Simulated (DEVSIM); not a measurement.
Structure: Schottky contact on n-type Si, at 300 K.

Layer 1 from the left is Si, thickness (μm) 20.0, Nd (cm⁻³) 2.7e17, τn (s) 1e-6, τp (s) 1e-6. Layer 2 from the left is Si, thickness (μm) 2.40, Nd (cm⁻³) 6.7e17, τn (s) 1e-6, τp (s) 1e-6.

Left contact: Schottky, work function 4.74 eV, emission velocity 6.8e6 cm/s. Right contact: ohmic. Voltage is applied to the left contact. Recombination: SRH at mid-gap, Auger. Mobility is constant in doping.

The device is made up for the run: typed textbook-type constants, with dimensions and the other settings drawn at random. Values at 300 K.

Si: gap (eV) 1.124, affinity (eV) 4.05, permittivity 11.7, Nc (cm⁻³) 2.86e19, Nv (cm⁻³) 3.1e19, μn (cm²/Vs) 1417, μp (cm²/Vs) 470, Cn (cm⁶/s) 2.8e-31, Cp (cm⁶/s) 9.9e-32.

DEVSIM, 1D drift-diffusion, Boltzmann statistics, complete ionisation; no tunnelling, impact ionisation, image-force lowering or self-heating. Metal contacts follow the ideal Schottky-Mott rule: no Fermi-level pinning, no interface dipoles.

Dark forward current:

| |V| (V) | |J| (A/cm²) |
|---|---|
| 0.05 | 0.0004611 |
| 0.10 | 0.003646 |
| 0.15 | 0.02564 |
| 0.20 | 0.1774 |
| 0.25 | 1.223 |
| 0.30 | 8.352 |
| 0.35 | 54.12 |
| 0.40 | 277.1 |
| 0.45 | 869.7 |
| 0.50 | 1785 |
| 0.55 | 2881 |

Q: Work out the local ideality factor n = ΔV / (kT/q · ln(J2/J1)) between the rows 0.15 and 0.20 V, 0.50 and 0.55 V.

A: kT/q = 25.85 mV. From 0.15 to 0.20 V: ln(0.1774/0.02564) = 1.934, n = 1.00, near the 1 of diffusion or emission over a barrier. From 0.50 to 0.55 V: ln(2881/1785) = 0.479, n = 4.04; the layers' resistance at their doping, Σ W/(qμN) = 3.4e-5 Ω cm², would take 37 mV of this step of 50 mV.

Q: Estimate the current at 0.25 V for emission alone, J0 = q v N_band exp(−φB/kT), and read the barrier back from the simulated current.

A: φB = 0.690 eV, N_band = 2.86e19 cm⁻³, J0 = 7.97e-5 A/cm²; J = J0 (exp(qV/kT) − 1) = 1.26 A/cm². The simulation gives 1.22 A/cm²; the estimate lies 3.2 % above. Read backwards, the simulated current gives an apparent barrier of 0.691 eV. The estimate leaves out transport through the depletion region and minority injection.
